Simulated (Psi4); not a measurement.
Psi4 1.11, PBE0/def2-svp: Ba(F)(NMe2) (C[N](C)[Ba][F]), 11 atoms. The geometry is a generated start, not checked to be a minimum at this level.

```json
{
 "task": "energy",
 "method": "pbe0",
 "basis": "def2-svp",
 "memory": "3 GB",
 "maxiter": "100",
 "keys_of_the_molecule_block": "symmetry c1",
 "scf_type": "df (default)",
 "e_convergence": "1e-06 (default)",
 "d_convergence": "1e-06 (default)",
 "dft_radial_points": "75 (default)",
 "dft_spherical_points": "302 (default)",
 "effective_core_potentials": "those of the basis set, past Kr",
 "basis_functions": "116",
 "grid_points": "235797"
}
```

```xyz
11

Ba    -1.1795     2.0297    -1.4942
F      0.0659     2.9411    -0.2119
N     -0.5053    -0.4113    -0.4145
C     -0.6933    -0.3327     1.0038
C      0.8623    -0.7328    -0.7057
H     -0.4561    -1.3083     1.4480
H     -0.0352     0.4116     1.4832
H     -1.7346    -0.0890     1.2260
H      1.5749    -0.0129    -0.2695
H      1.0918    -1.7156    -0.2775
H      1.0091    -0.7799    -1.7878
```

With the defaults (diis = true, scf_initial_accelerator = adiis, damping_percentage = 0, soscf = false, soscf_start_convergence = 0.01, guess = auto, which took SAD, level_shift = 0, level_shift_cutoff = 0.01, diis_max_vecs = 10) it converges in 11 SCF iterations. One run each on 2 threads, with these changes:
- diis = false, scf_initial_accelerator = none, damping_percentage = 60
- scf_initial_accelerator = none
- guess = gwh
- soscf = true, soscf_start_convergence = 0.001
- guess = sap
- guess = sapgau
- guess = sadno
- diis_max_vecs = 3
- level_shift = 0.1, level_shift_cutoff = 0.001

Task: Which of these changes keep the SCF from converging, or lead it to another solution?

Result: No convergence: diis = false, scf_initial_accelerator = none, damping_percentage = 60 (the run ends without SCF convergence in 100 iterations). The rest reach the solution of the defaults.

```tsv
setting	SCF iterations	JK calls	end
soscf = true, soscf_start_convergence = 0.001	8	19	same solution
the defaults	11	12	same solution
level_shift = 0.1, level_shift_cutoff = 0.001	11	12	same solution
scf_initial_accelerator = none	11	12	same solution
guess = sadno	13	13	same solution
diis_max_vecs = 3	14	15	same solution
guess = sap	15	15	same solution
guess = sapgau	16	16	same solution
guess = gwh	16	16	same solution
diis = false, scf_initial_accelerator = none, damping_percentage = 60	100	101	no convergence
```

An SOSCF iteration holds several JK calls; a Hückel guess adds calls on atoms. 1 further run of the study ended by our limits or in an error and is left out.
